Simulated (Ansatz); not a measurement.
A computed series for W: response to strain

Take W in the bcc (W type) structure (space group Im-3m, No. 229; a = 3.135 Å; relaxed with 0.1 eV smearing) as the base. Axes: x, y, z lie along the cube axes.

Strains are applied to the cell and any free atomic positions relax; under biaxial strain the out-of-plane vector relaxes too.

Computed with LDA in Ansatz (plane waves to 420 eV, PAW, no spin-orbit coupling).

Candidates:
(a) biaxial strain +3.00 %, plane normal [001], relaxed out of plane
(b) biaxial strain −2.50 %, plane normal [001], relaxed out of plane
(c) biaxial strain −3.00 %, plane normal [001], relaxed out of plane

Notes on the quantities. energy relative to the base: free energy F.

### Question
Order them by energy relative to the base, lowest first.

### Answer
(b) biaxial strain −2.50 %, plane normal [001], relaxed out of plane (+38 meV/atom), (a) biaxial strain +3.00 %, plane normal [001], relaxed out of plane (+50 meV/atom), (c) biaxial strain −3.00 %, plane normal [001], relaxed out of plane (+55 meV/atom)

No phonon test of stability was made. The final runs are not spin-polarised.

Ansatz is a program for electronic structure.
